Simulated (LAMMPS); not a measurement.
LAMMPS 22 Jul 2025, classical MD, Tersoff (SiC.tersoff): SiC, 2744 atoms.

```yaml
task: MD, nve
potential: Tersoff, SiC.tersoff
copies_of_the_repeat_unit: 7×7×7
shape (slab and sphere leave vacuum in the box): bulk
steps: 2000
timestep: 1 fs
thermo: 50
newton: on (default)
atom_modify sort (bins of 2 Å where set): 1000 (default)
comm_style: brick (default)
box: 30.5 × 30.5 × 30.5 Å
start: generated zinc blende lattice, warmed in an untimed run
```

All runs start from one configuration, warmed at this fixed volume for 1000 steps under a thermostat at 300 K. The run at a skin of 2 Å has a mean temperature of 306 K and a mean pressure of -3.4 GPa.

Single runs; times are not shown.

With neigh_modify every 1 delay 0 check yes, skins of 0.1, 0.3, 0.5, 1, 1.5, 2, 3 Å were run. Further schedules:
- skin 1 Å, every 1 delay 10 check yes
- skin 0.3 Å, every 100 delay 0 check no
- skin 0.3 Å, every 1 delay 10 check yes
- skin 2 Å, every 10 delay 0 check yes
- skin 1 Å, every 100 delay 0 check no
- skin 1 Å, every 10 delay 0 check yes
- skin 0.3 Å, every 10 delay 0 check yes

A schedule rebuilds too seldom if it shows a dangerous build, rebuilds less often than the check at every step does at that skin, or fails.

Q: Name the settings that rebuild less often than the motion of the atoms asks.

A: With the check at every step the rebuilds are 665 at 0.1 Å, 227 at 0.3 Å, 88 at 0.5 Å, 0 at 1 Å, 0 at 1.5 Å, 0 at 2 Å, 0 at 3 Å. Too seldom: skin 0.3 Å, every 100 delay 0 check no; skin 0.3 Å, every 1 delay 10 check yes; skin 0.3 Å, every 10 delay 0 check yes.

```tsv
setting	rebuilds	dangerous builds	list entries an atom	change of the total energy (meV/atom)
skin 0.1 Å, every 1 delay 0 check yes	665	—	11.7	+0.076
skin 0.3 Å, every 1 delay 0 check yes	227	—	16.0	+0.076
skin 0.5 Å, every 1 delay 0 check yes	88	—	16.1	+0.076
skin 1 Å, every 1 delay 0 check yes	0	—	28.0	+0.076
skin 1.5 Å, every 1 delay 0 check yes	0	—	34.0	+0.076
skin 2 Å, every 1 delay 0 check yes	0	—	46.0	+0.076
skin 3 Å, every 1 delay 0 check yes	0	—	86.0	+0.076
skin 1 Å, every 1 delay 10 check yes	0	0	28.0	+0.076
skin 0.3 Å, every 100 delay 0 check no	20	not counted	16.0	+0.076
skin 0.3 Å, every 1 delay 10 check yes	200	200	16.0	+0.076
skin 2 Å, every 10 delay 0 check yes	0	0	46.0	+0.076
skin 1 Å, every 100 delay 0 check no	20	not counted	28.0	+0.076
skin 1 Å, every 10 delay 0 check yes	0	0	28.0	+0.076
skin 0.3 Å, every 10 delay 0 check yes	200	200	16.0	+0.076
```

Where the energy changes as in the checked runs, the late rebuilds cost nothing that shows in this run. List entries are as LAMMPS prints them (Ave neighs/atom).
